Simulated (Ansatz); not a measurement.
**Mg2Ge, response to strain**

Base system: Mg2Ge in the anti-fluorite structure (space group Fm-3m, No. 225).

```
CELL_PARAMETERS angstrom
      0.00000     3.18222     3.18222
      3.18222     0.00000     3.18222
      3.18222     3.18222     0.00000
ATOMIC_POSITIONS crystal
  Ge 0.00000 0.00000 0.00000
  Mg 0.25000 0.25000 0.25000
  Mg 0.75000 0.75000 0.75000
```

Cartesian axes are those of the cell as printed.

Strains are applied to the cell and any free atomic positions relax.

The values are results of PBEsol/PAW in Ansatz (a quantum-chemistry and plane-wave program), without spin-orbit coupling, not measurements.

Candidates:
(a) isotropic strain −1.42 %
(b) isotropic strain +0.54 %
(c) uniaxial strain ε_zz = +4.73 %
(d) tensor shear ε_xz = +2.74 %

Notes on the quantities. energy relative to the base: free energy F.

Task: Order them by energy relative to the base, highest first.

Result: (c) uniaxial strain ε_zz = +4.73 % (+16 meV/atom), (d) tensor shear ε_xz = +2.74 % (+8.5 meV/atom), (a) isotropic strain −1.42 % (+6.7 meV/atom), (b) isotropic strain +0.54 % (+0.9 meV/atom)

Whether these cells are dynamically stable was not tested. The final runs are not spin-polarised.
